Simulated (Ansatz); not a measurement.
HfO2 under a change: Hf → Zr

The reference is HfO$_{2}$ in the fluorite structure (space group Fm-3m, No. 225; a = 5.0438 Å).

One thing is altered: full substitution Hf → Zr; the structure is relaxed again.

All numbers come from PBEsol, PAW, 420 eV (Ansatz, an electronic-structure program; no spin-orbit coupling). Γ-centred 11×11×11 mesh, Fermi–Dirac width 0.05 eV.

The volume per atom grows by 0.13 Å³, from 10.69 Å³ to 10.82 Å³ and the density decreases by 4.594 g/cm³ (10.90 g/cm³ → 6.30 g/cm³). The lattice parameter a grows by 0.0383 bohr (9.531 bohr → 9.570 bohr) and the space group is still Fm-3m (No. 225). The shortest interatomic distance increases by 0.017 bohr (4.127 bohr → 4.144 bohr) and the band gap drops by 0.36 eV (3.69 eV → 3.33 eV). The gap character changes from direct at X to indirect, X → Γ and the width of the top valence band shrinks by 0.21 eV, from 1.88 eV to 1.67 eV. The electron mass (degenerate bands, along [100]) comes out as 0.46, 2.0 mₑ (at Γ).

With Hf present, leaving out spin-orbit coupling can change the band edges. Masses are band curvatures over ±0.01 Å⁻¹ around the edge. Whether these cells are dynamically stable was not tested. This is not the structure that ZrO2 has at room temperature and ambient pressure. This is not the structure that HfO2 has at room temperature and ambient pressure.
